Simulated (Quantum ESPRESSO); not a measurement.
Input and output of a self-consistent single point for Cu6GeSb (P-6m2, 8 atoms in the cell) (Quantum ESPRESSO).

Level of theory: PBEsol, PSlibrary PAW (PBE) pseudopotentials (plane waves; Quantum ESPRESSO).

```yaml
crystal:
  lattice:
    - [4.25188, 0.00000, 0.00000]
    - [-2.12594, 3.68224, 0.00000]
    - [0.00000, 0.00000, 7.57284]
  atoms:
    - { symbol: Cu, position: [0.66667, 0.33333, 0.00000] }
    - { symbol: Cu, position: [0.66667, 0.33333, 0.50000] }
    - { symbol: Cu, position: [0.00000, 0.00000, 0.67676] }
    - { symbol: Cu, position: [0.00000, 0.00000, 0.32324] }
    - { symbol: Cu, position: [0.33333, 0.66667, 0.84184] }
    - { symbol: Cu, position: [0.33333, 0.66667, 0.15816] }
    - { symbol: Ge, position: [0.00000, 0.00000, 0.00000] }
    - { symbol: Sb, position: [0.33333, 0.66667, 0.50000] }
```

Reference input (self-consistent single point, DFT, PBEsol, plane waves, PSlibrary ultrasoft (PBE) pseudopotentials): ecutwfc = 50 Ry; ecutrho = 300 Ry; occupations = smearing; smearing = cold; degauss = 0.0073499 Ry; input_dft = pbesol; K_POINTS = automatic 6 6 3 0 0 0; conv_thr = 1e-10 Ry; mixing_beta = 0.4. This run's input differs from it in these lines:

```diff
@@ -27,5 +27,5 @@
 ATOMIC_SPECIES
-Cu    63.5460  Cu.pbe-dn-rrkjus_psl.1.0.0.UPF
-Ge    72.6300  Ge.pbe-n-rrkjus_psl.1.0.0.UPF
-Sb   121.7600  Sb.pbe-n-rrkjus_psl.1.0.0.UPF
+Cu    63.5460  Cu.pbe-dn-kjpaw_psl.1.0.0.UPF
+Ge    72.6300  Ge.pbe-n-kjpaw_psl.1.0.0.UPF
+Sb   121.7600  Sb.pbe-n-kjpaw_psl.1.0.0.UPF
 ATOMIC_POSITIONS angstrom
```

The program printed (abridged):

```
     Self-consistent Calculation

     iteration #  1     ecut=    50.00 Ry     beta= 0.40

---- Real-time Memory Report at c_bands before calling an iterative solver
           278 MiB given to the printing process from OS
           112 MiB allocation reported by mallinfo(arena+hblkhd)
------------------

     Threshold (ethr) on eigenvalues was too large:
     Diagonalizing with lowered threshold

---- Real-time Memory Report at c_bands before calling an iterative solver
           342 MiB given to the printing process from OS
           130 MiB allocation reported by mallinfo(arena+hblkhd)
------------------

   [... lines left out ...]

---- Real-time Memory Report at c_bands before calling an iterative solver
           367 MiB given to the printing process from OS
           148 MiB allocation reported by mallinfo(arena+hblkhd)
------------------

     total energy              =   -1765.57343411 Ry
     estimated scf accuracy    <          6.6E-10 Ry

     iteration # 14     ecut=    50.00 Ry     beta= 0.40

---- Real-time Memory Report at c_bands before calling an iterative solver
           368 MiB given to the printing process from OS
           148 MiB allocation reported by mallinfo(arena+hblkhd)
------------------
     End of self-consistent calculation

     the Fermi energy is    10.4760 ev

!    total energy              =   -1765.57343411 Ry
     estimated scf accuracy    <          8.8E-11 Ry
     smearing contrib. (-TS)   =      -0.00003897 Ry
     internal energy E=F+TS    =   -1765.57339515 Ry

      -> PAW hartree energy AE =     598.34655199 Ry
      -> PAW hartree energy PS =    -594.04114518 Ry
      -> PAW xc energy AE      =   -1283.93658004 Ry
      -> PAW xc energy PS      =     281.39483602 Ry
      -> total E_H with PAW    =     232.04497340 Ry
      -> total E_XC with PAW   =   -1286.43145960 Ry

     convergence has been achieved in  14 iterations

     Forces acting on atoms (cartesian axes, Ry/au):

     atom    1 type  1   force =     0.00000000    0.00000000    0.00000000
   [... lines left out ...]

     Total force =     0.003140     Total SCF correction =     0.000013

          total   stress  (Ry/bohr**3)                   (kbar)     P=      -46.47
  -0.00028844  -0.00000000   0.00000000          -42.43       -0.00        0.00
  -0.00000000  -0.00028844   0.00000000           -0.00      -42.43        0.00
   0.00000000   0.00000000  -0.00037077            0.00        0.00      -54.54

   JOB DONE.
```

The run converged in 14 iterations. Against the reference run the pressure goes from -4.29 to -4.65 GPa and the largest force goes from 0.066 to 0.056 eV/Å.

The starting cell comes from a database of computed structures (which also holds hypothetical and non-ambient phases and stackings), without a prior relaxation at this level. Spin polarisation is off. With a pressure of about -5 GPa the cell is away from its equilibrium volume at this level.

Cost on one core of a shared machine: roughly 2 min.
